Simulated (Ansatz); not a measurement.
The starting structures come from a database of crystals and need not be the phases stable at ambient conditions.

 Where the default PAW files enter, the runs use the earlier of Ansatz's two default sets.

Tunnelling through a barrier is set by its complex band structure: the current falls as exp(−2κd) with the smallest κ.

Here is the system:

```
CELL_PARAMETERS angstrom
      5.97454     0.00000     0.00000
      0.00000     5.97454     0.00000
      2.98727    -2.98727     4.22464
ATOMIC_POSITIONS crystal
  Rb 0.25000 0.25000 0.50000
  Rb 0.75000 0.75000 0.50000
  Na 0.50000 0.50000 0.00000
  Al 0.00000 0.00000 0.00000
  F  0.21890 0.21890 0.00000
  F  0.78110 0.78110 0.00000
  F  0.78110 0.21890 0.00000
  F  0.21890 0.78110 0.00000
  F  0.78110 0.21890 0.43780
  F  0.21890 0.78110 0.56220
```

Space group of this cell: Fm-3m. The cell is taken as given; by r2SCAN its mean pressure is -3.4 GPa.

Transport runs along the normal of the first two printed cell vectors, the (001) plane of the conventional cell.

The gap is the functional's own. No spin-orbit coupling. Mid-gap values are interpolated on the energy grid.

### Question
Predict the band gap and the smallest decay constant κ at mid-gap from r2SCAN in Ansatz (a program for electronic structure).

### Answer
Gap 7.70 eV on a 8×8×8 mesh; κ = 0.558 1/Å, at the zone centre.
